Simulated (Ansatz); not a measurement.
## Ansatz run on P (Cmce, 4 atoms in the cell): self-consistent single point

Method of the run: PBE (plane waves, PAW; Ansatz, a program for electronic structure).

The input file:

Ansatz 0.2 input:
```yaml
# P
crystal:
  lattice:
    - [1.64672500, -5.21380000, 0.00000000]
    - [1.64672500, 5.21380000, 0.00000000]
    - [0.00000000, 0.00000000, 4.35810000]
  atoms:
    - { symbol: P, position: [0.10170000, 0.89830000, 0.91940000] }
    - { symbol: P, position: [0.39830000, 0.60170000, 0.41940000] }
    - { symbol: P, position: [0.60170000, 0.39830000, 0.58060000] }
    - { symbol: P, position: [0.89830000, 0.10170000, 0.08060000] }
basis:
  ecutwfc: 420.0 eV
kpoints:
  mp_grid: { grid: [8, 8, 6] }
hamiltonian:
  xc: pbe
  pseudopotentials: { kind: paw }
scf:
  occupations: { method: fermi_dirac, width: 0.05 eV }
output:
  forces: true
  eigenvalues: true
  stress: true
```

Output, abridged:

```
WARN ansatz: RAYON_NUM_THREADS=1 ignored (pool sized by the plan → 1); use --threads N
Pseudopotentials: kind: paw
Pseudopotential: P, paw, valence charge 5
Crystal: 4 atoms, lattice volume = 74.835 Å³
Basis set: ecut = 420 eV, 1459 PW (Γ), exchange–correlation on 80×80×60 points (8 copies of the dense FFT grid, shifted against one another)
Bands: 14, of which v1, the nominal top of the filled ones, is band 10 counted from 1 (9 counted from 0)
Symmetry: 8 space group operations
Space group: Cmce (ITA 64), of the structure as read, at distance tolerance 4.2e-5 Å
k-points: 84 of 384
Initial density: superposition of atomic densities (neutral atoms: chi_scale 0, normalization atom), corrected by the library's trained network
Initial wavefunctions: pseudopotential atomic-orbital guess
Eigensolver: davidson
Functional: x = pbe(κ = 0.804, μ = 0.2195149727645171), c = pbe(β = 0.06672455060314922)
SCF iter   1: F=—  HF=-3022.632958 eV  |F-HF|=—  |Δ(HF+E_count)|=         —  Δρ=2.10e-3  dr2=1.89e-3  ethr=1.77e-3  ⟨swp⟩=7.6  Hψ=8712  notcnv=0
all-band conjugate gradients solve this SCF's bands
preconditioner: auto → Kerker (q_TF=auto, 2.190 Å⁻¹)
SCF iter   2: F=—  HF=-3022.632307 eV  |F-HF|=—  |Δ(HF+E_count)|=   6.51e-4  Δρ=1.21e-3  dr2=6.28e-4  ethr=9.45e-6  ⟨swp⟩=3.1  Hψ=3071  notcnv=0
SCF iter   3: F=—  HF=-3022.632437 eV  |F-HF|=—  |Δ(HF+E_count)|=   1.30e-4  Δρ=2.45e-4  dr2=4.90e-5  ethr=3.14e-6  ⟨swp⟩=2.8  Hψ=2006  notcnv=0
SCF iter   4: F=—  HF=-3022.632458 eV  |F-HF|=—  |Δ(HF+E_count)|=   2.13e-5  Δρ=9.13e-5  dr2=9.72e-6  ethr=2.45e-7  ⟨swp⟩=2.7  Hψ=1812  notcnv=0
SCF iter   5: F=—  HF=-3022.632458 eV  |F-HF|=—  |Δ(HF+E_count)|=   1.41e-7  Δρ=1.28e-5  dr2=1.65e-7  ethr=4.86e-8  ⟨swp⟩=2.2  Hψ=1804  notcnv=0
SCF iter   6: F=-3022.632458 eV  HF=-3022.632458 eV  |F-HF|=1.98e-9  |Δ(HF+E_count)|=   3.65e-8  Δρ=3.51e-6  dr2=1.24e-8  ethr=5.00e-10  ⟨swp⟩=7.5  Hψ=6584  notcnv=0
SCF 1 converged in 6 iterations: F = -3022.632458 eV  dr2 = 1.24e-8
SCF converged after 6 iterations
Free energy (F): -3022.632458 eV
Harris-Foulkes:  -3022.632458 eV  (|F-HF|=1.98e-9)
Internal energy: -3022.630868 eV  (E = F + TS)
E sigma→0 (E₀):  -3022.631663 eV
Entropy (-TS):   -0.001591 eV (-0.398 meV/atom)
Fermi energy:    7.935259 eV
--- Per-component energies (eV) ---
  E_band       = 20.307881
  E_kinetic    = 281.885227
  E_local      = -272.398505  (includes V_loc(G=0)·N_el)
  E_nonlocal   = 135.864158
  E_hartree    = 74.067226
  E_xc         = -245.906130
  E_vxc        = -243.017845  (∫ρ·V_xc dr)
  E_paw        = -2277.381117  (= ΣΔE_a)
  E_vpaw       = -30.160171  (= ΣTr[D̂ρ^β])
  E_aug_tail   = 0.000013  (compensation charges beyond the density's cutoff)
  E_ewald      = -718.761740
  E_smearing   = -0.001591  (= −TS)
  E_closure    = -0.000000  (closes the sum)
  Σ components = -3022.632458   (vs F -3022.632458, Δ=0.00e0)
--- Forces (eV/Å), atoms counted from 1 ---
  atom   1  P     -0.00000000    -0.19693203     0.14065538
  atom   2  P     -0.00000000     0.19693203     0.14065538
  atom   3  P      0.00000000    -0.19693203    -0.14065538
  atom   4  P      0.00000000     0.19693203    -0.14065538
  max |Σ_I F_I| component: 8.33e-17 eV/Å
--- Stress (GPa, compression-positive) ---
        3.531222       0.000000      -0.000000
        0.000000       3.864356      -0.000000
       -0.000000      -0.000000       3.250777
  P = ⅓ Tr σ = 3.5488 GPa (35.488 kbar)
  The stress holds the Pulay correction. Without it, at fixed plane waves, as pw.x and ABINIT print it: P = 3.5264 GPa
--- Band table (eV; the first three rows and the last of 84) ---
  k-point 0: bands = ["-8.1395", "-5.0498", "-1.7420", "0.7783", "2.8349", "3.2707", "3.7902", "4.9569", "5.2917", "6.4687", "8.5768", "8.9805", "9.7744", "10.9271"]
  k-point 1: bands = ["-7.9778", "-5.2856", "-1.8272", "0.6944", "2.4831", "3.5009", "3.9090", "5.2454", "5.5632", "6.0500", "8.9799", "9.5710", "9.7487", "10.6056"]
  k-point 2: bands = ["-7.5078", "-5.9525", "-1.6546", "-0.0098", "2.3084", "4.1081", "4.2360", "5.0517", "5.0811", "7.1913", "9.0883", "9.3856", "10.2554", "11.2566"]
  k-point 83: bands = ["-6.6737", "-6.6737", "-1.8075", "-1.8075", "4.6217", "4.6217", "5.2479", "5.2479", "6.2396", "6.2396", "9.2709", "9.2709", "10.4945", "10.4945"]
```

The run converged in 6 iterations.

The starting cell has typed, rounded lattice constants, without a prior relaxation at this level. Its lattice was rescaled by up to half a per cent. With a pressure of about 4 GPa the cell is away from its equilibrium volume at this level. Ansatz's pressure includes its estimate of the finite-basis (Pulay) stress.
